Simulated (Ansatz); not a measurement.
The reference is SiC (space group P6_3mc, No. 186).

```
CELL_PARAMETERS angstrom
      3.07808     0.00000     0.00000
     -1.53904     2.66570     0.00000
      0.00000     0.00000    10.07605
ATOMIC_POSITIONS crystal
  Si 0.00000 0.00000 0.50032
  Si 0.00000 0.00000 0.00032
  Si 0.33333 0.66667 0.25025
  Si 0.66667 0.33333 0.75025
  C  0.00000 0.00000 0.31286
  C  0.00000 0.00000 0.81286
  C  0.33333 0.66667 0.06221
  C  0.66667 0.33333 0.56221
```

Computed with PBEsol (Ansatz, a program for electronic structure), scalar-relativistic without spin-orbit coupling.

Base values:

| Quantity | Value |
|---|---|
| Lattice parameter a | 3.078 Å |

Perturbation: cell and atoms relaxed at a pressure of 9 GPa.

Question: How does this affect the mean gap deformation potential ΔEg/Δln V?

Answer: The mean gap deformation potential ΔEg/Δln V comes out as -0.2 eV.

Question: What happens to the lattice parameter a?

Answer: The lattice parameter a shrinks by 0.038 Å to 3.040 Å.

Load acts through the strain it causes; cell and atoms are relaxed under it. Whether these cells are dynamically stable was not tested. Competing high-pressure phases were not computed.
